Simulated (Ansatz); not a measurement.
## WS2: S → P

Consider WS₂ in the 2H-MoS2 type structure (space group P6_3/mmc, No. 194; a = 3.170 Å, c = 12.492 Å; layered, stacked along the Cartesian z axis).

Now apply this change: P takes the place of S on all its sites, then cell and atoms are relaxed.

Computed with r2SCAN+rVV10 (Ansatz, a program for electronic structure, PAW, no spin-orbit coupling). Settings: 17×17×4 k-points, 0.05 eV Fermi–Dirac smearing, for the changed cell.

The volume per atom shrinks by 1.26 Å³ to 16.86 Å³ and the c/a ratio goes up by 0.114 to 4.055. The space group is still P6_3/mmc (No. 194) and the shortest interatomic distance increases by 0.054 Å (2.407 Å → 2.461 Å). The band gap becomes zero (base: 1.13 eV).

With W present, leaving out spin-orbit coupling can change the band edges. Stability against distortions was not tested. As relaxed here, WP2 is a hypothetical phase, not in the database extracts checked. The final runs are not spin-polarised. WP2 has a high density of states at the Fermi level and may be magnetic at this level. A zero or small gap of WP2 can be the functional's error rather than a property of the material.
